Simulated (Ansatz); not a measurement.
Consider CdTe in the zinc blende structure (space group F-43m, No. 216; a = 6.409 Å). Axes: x, y, z lie along the cube axes.

All numbers come from DFT with LDA, PAW potentials and a 420 eV plane-wave cutoff in Ansatz (a first-principles code), no spin-orbit coupling.

Strains are applied to the cell and any free atomic positions relax; under biaxial strain the out-of-plane vector relaxes too.

One change was made to it. Results:

```tsv
quantity	base	after
valley order (the lowest conduction-band minima on the path, energy above the VBM, named in the base's zone)	Γ 0.61 eV; L along ⟨111⟩ 1.68 eV	Γ 0.61 eV; L along [111] 1.66 eV
valence-band top at Γ (three highest levels, from the VBM)	0.00, 0.00, 0.00 eV	0.00, 0.00, -0.04 eV
shortest interatomic distance	2.775 Å	2.772 Å
```

### Question
Name the change that was made.
A) biaxial strain +2.00 %, plane normal [001], relaxed out of plane
B) biaxial strain −2.00 %, plane normal [001], relaxed out of plane
C) biaxial strain −0.50 %, plane normal [001], relaxed out of plane
D) biaxial strain −3.00 %, plane normal [001], relaxed out of plane
E) biaxial strain +3.00 %, plane normal [001], relaxed out of plane

### Answer
C, biaxial strain −0.50 %, plane normal [001], relaxed out of plane. For comparison, the valley order in the other runs: biaxial strain −2.00 %, plane normal [001], relaxed out of plane gives Γ 0.59 eV; L along [111] 1.61 eV; biaxial strain +2.00 %, plane normal [001], relaxed out of plane gives Γ 0.47 eV; L along [1-1-1] 1.55 eV; biaxial strain −3.00 %, plane normal [001], relaxed out of plane gives Γ 0.57 eV; L along [111] 1.56 eV; biaxial strain +3.00 %, plane normal [001], relaxed out of plane gives Γ 0.41 eV; L along [1-1-1] 1.48 eV.

Spin-orbit coupling, missing from the scalar runs, can matter with Te. The levels and masses belong to the bands next to the band gap. No phonon test of stability was made.
